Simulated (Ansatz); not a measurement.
Functionals compared on the (0001) surface of hcp Zr in its 1x1 cell, outermost plane spacing 2.59 Å in the ideal cut, in Ansatz (plane waves, PAW). The structure was relaxed with PBE; the other rows are single points on it, each with its references at the same level. Cutoff 420 eV (500 eV for r2SCAN).

Slab: 5 atoms, 10.3 Å thick at the start (thin: gaps and levels are the slab's own); k 13x13x1, smearing 0.1 eV, dipole-corrected; all atoms relaxed; symmetry of the start imposed; no spin, no spin-orbit, no U. These notes are the PBE run's.

```json
[
 {"functional": "PBE", "surface energy (J/m²)": "1.59", "work function of the top face (eV)": "4.19", "rough cost of the single point": "–"},
 {"functional": "LDA", "surface energy (J/m²)": "1.77", "work function of the top face (eV)": "4.38", "rough cost of the single point": "around 13 core-seconds (rough)"},
 {"functional": "PBEsol", "surface energy (J/m²)": "1.74", "work function of the top face (eV)": "4.26", "rough cost of the single point": "about 14 core-seconds (a rough figure)"},
 {"functional": "RPBE", "surface energy (J/m²)": "(withheld)", "work function of the top face (eV)": "(withheld)", "rough cost of the single point": "about 14 core-seconds (a rough figure)"},
 {"functional": "r2SCAN", "surface energy (J/m²)": "1.76", "work function of the top face (eV)": "4.28", "rough cost of the single point": "roughly 25 core-seconds"}
]
```

Task: Fill in the missing entries.

Result: 
- RPBE, surface energy (J/m²): 1.49
- RPBE, work function of the top face (eV): 4.07

Ansatz is an electronic-structure program.
